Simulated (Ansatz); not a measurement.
TiAl: response to strain

Take TiAl (space group P4/mmm, No. 123; a = 2.7963 Å, c = 4.0381 Å; relaxed with 0.1 eV smearing) as the base. Axes: x, y, z lie along a, b, c of the conventional cell.

Strains are applied to the cell and any free atomic positions relax.

Level of theory: plane-wave PAW DFT at the PBEsol level (Ansatz, an electronic-structure program, 420 eV), scalar-relativistic without spin-orbit coupling.

Notes on the quantities. energy relative to the base: free energy F; pressure: mean of the normal stresses, compression positive.

```csv
change,energy relative to the base,volume per atom,pressure
base,0 meV/atom,15.79 Å³,0.0 GPa
tensor shear ε_xz = +1.14 %,+3.1 meV/atom,15.79 Å³,0.1 GPa
tensor shear ε_xz = +0.57 %,+0.8 meV/atom,15.79 Å³,0.0 GPa
tensor shear ε_xz = +2.00 %,___,15.78 Å³,0.2 GPa
tensor shear ε_xz = +0.29 %,+0.2 meV/atom,15.79 Å³,0.0 GPa
tensor shear ε_xz = +1.43 %,+4.8 meV/atom,15.78 Å³,0.1 GPa
tensor shear ε_xz = +1.71 %,+6.9 meV/atom,15.78 Å³,0.2 GPa
tensor shear ε_xz = +0.86 %,___,15.79 Å³,0.0 GPa
```

Q: Complete the table.

A: 
- tensor shear ε_xz = +2.00 %, energy relative to the base: +9.4 meV/atom
- tensor shear ε_xz = +0.86 %, energy relative to the base: +1.7 meV/atom

Stability against distortions was not tested. The final runs are not spin-polarised.
